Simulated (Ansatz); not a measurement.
# SnO (Pmn2₁, No. 31, 4 atoms in the cell; start mp-545552; a measured phase of this formula has another space group)

All values below come from PBEsol (Ansatz, a program for electronic structure, PAW).

Run with plane-wave cutoff 520 eV, 10×6×8 k mesh (along the axes of the cell as run), Fermi–Dirac smearing 0.01 eV, scalar-relativistic PAW data made under PBE.

Cell (relaxed at this level):

```cif
data_O2Sn2
_chemical_formula_sum 'Sn2 O2'
_space_group_name_H-M_alt 'Pmn21'
_space_group_IT_number 31
_space_group_name_Hall 'P 2ac -2'
_cell_length_a 3.31758
_cell_length_b 5.71487
_cell_length_c 3.87537
_cell_angle_alpha 90.000
_cell_angle_beta 90.000
_cell_angle_gamma 90.000
loop_
_atom_site_label
_atom_site_type_symbol
_atom_site_symmetry_multiplicity
_atom_site_Wyckoff_symbol
_atom_site_fract_x
_atom_site_fract_y
_atom_site_fract_z
_atom_site_occupancy
Sn1 Sn 2 a 0.00000 0.23368 0.52703 1
O1 O 2 a 0.50000 0.11497 0.22297 1
```

- band gap: 1.23 eV
- smallest direct gap on the k points sampled: 1.86 eV
- Γ–Γ gap: 3.21 eV

Note: the cell has widely spaced layers and the level no dispersion term, so their spacing and the moduli can rest on weak binding.

Spin–orbit coupling is not included.

Computing time: around 30 core-seconds (rough).

A start named mp-… is a Materials Project structure, which need not be a measured phase.
